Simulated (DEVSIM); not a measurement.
Structure: Al/La2O3/p-Si capacitor, at 300 K.

```
layer (left to right)  material  thickness (nm)  Na (cm⁻³)
---------------------  --------  --------------  ---------
1                         La2O3            8.30          -
2                            Si           13000       2e15
```

Metal gate on the left, work function 4.1 eV. Fixed charge at the semiconductor interface 0 cm⁻² (in units of +e); no interface traps.

Constants are typed, rounded textbook-type inputs, not results; the design itself was drawn at random and stands for no fabricated device. Values at 300 K.

| parameter | La2O3 | Si |
|---|---|---|
| gap (eV) | 5.8 | 1.124 |
| affinity (eV) | 1.8 | 4.05 |
| permittivity | 27 | 11.7 |
| Nc (cm⁻³) | - | 2.86e19 |
| Nv (cm⁻³) | - | 3.1e19 |

Simulated with DEVSIM: 1D Poisson equation in equilibrium, Boltzmann statistics, complete ionisation; no quantum confinement or tunnelling. Metal contacts follow the ideal Schottky-Mott rule: no Fermi-level pinning, no interface dipoles.

### Question
Tabulate band edges, carrier densities and field at -0.4 V on the gate.

### Answer
Energies count from the Fermi level of the right contact; mesh points crowd at the junctions.

```tsv
x (μm)	Ec (eV)	Ev (eV)	n (cm⁻³)	p (cm⁻³)	field (V/cm)
0.000	2.700	-3.100	< 1e2	< 1e2	6800
0.001506	2.701	-3.099	< 1e2	< 1e2	6800
0.004288	2.703	-3.097	< 1e2	< 1e2	6800
0.006925	2.705	-3.095	< 1e2	< 1e2	6800
0.008768	0.456	-0.668	6.2e11	1.9e8	16000
0.01121	0.460	-0.664	5.3e11	2.2e8	16000
0.01729	0.470	-0.654	3.7e11	3.1e8	15000
0.04040	0.504	-0.620	9.7e10	1.2e9	15000
0.09019	0.573	-0.551	6.8e9	1.7e10	13000
0.2145	0.711	-0.413	3.2e7	3.6e12	9200
0.5250	0.861	-0.263	99000	1.2e15	1400
1.703	0.875	-0.249	58000	2.0e15	≈ 0
4.243	0.875	-0.249	58000	2.0e15	≈ 0
8.965	0.875	-0.249	58000	2.0e15	≈ 0
11.82	0.875	-0.249	58000	2.0e15	≈ 0
12.52	0.875	-0.249	58000	2.0e15	≈ 0
12.81	0.875	-0.249	58000	2.0e15	≈ 0
12.93	0.875	-0.249	58000	2.0e15	≈ 0
12.99	0.875	-0.249	58000	2.0e15	≈ 0
13.00	0.875	-0.249	58000	2.0e15	≈ 0
13.01	0.875	-0.249	58000	2.0e15	≈ 0
13.01	0.875	-0.249	58000	2.0e15	≈ 0
```
